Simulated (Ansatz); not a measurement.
The parent structure is TiS₂ in the CdI2 type structure (space group P-3m1, No. 164; a = 3.359 Å, c = 5.520 Å; layered, stacked along the Cartesian z axis; relaxed with 0.1 eV smearing). Axes: x lies along a and z along c of the hexagonal cell.

Structures relaxed with PBE-D3(BJ)/PAW in Ansatz (a program for electronic structure), no spin-orbit coupling.

Base:

Simulated powder pattern, Cu Kα1, λ = 1.54056 Å (kinematic, ideal powder, no thermal factors, no anomalous dispersion; the 14 strongest lines at most, above 2 %, up to 2θ = 90°):

```tsv
2θ (°)	I/Imax (%)	hkl
16.04	42	(001)
30.71	2.5	(100)
34.83	100	(011)
45.25	51	(102)
49.50	3.4	(003)
54.59	27	(110)
57.28	7.0	(111)
59.38	16	(103)
66.40	13	(201)
67.86	4.4	(004)
73.53	11	(022)
76.77	4.8	(113)
84.91	5.6	(023)
```

One thing is altered: uniaxial stress, 8 GPa compression along z; all other stress components relax to zero.

Question: Where do the lines fall after the change?

Answer: 
Simulated powder pattern, Cu Kα1, λ = 1.54056 Å (kinematic, ideal powder, no thermal factors, no anomalous dispersion; the 14 strongest lines at most, above 2 %, up to 2θ = 90°):

```csv
2θ (°),d (Å),I/Imax (%),hkl
17.45,5.079,26,(001)
30.38,2.940,2.5,(100)
35.25,2.544,100,(011)
47.26,1.922,44,(102)
53.98,1.697,28,(110)
54.13,1.693,4.0,(003)
57.18,1.610,5.4,(111)
63.34,1.467,10,(103)
66.13,1.412,13,(201)
74.53,1.272,10,(022)
74.69,1.270,2.8,(004)
79.98,1.199,7.1,(113)
87.90,1.110,4.1,(023)
```

The indices refer to the base's conventional cell; one index is shown for lines that coincide.

Load acts through the strain it causes; cell and atoms are relaxed under it. Stability under load was not tested beyond the relaxation. All final runs are without spin polarisation.
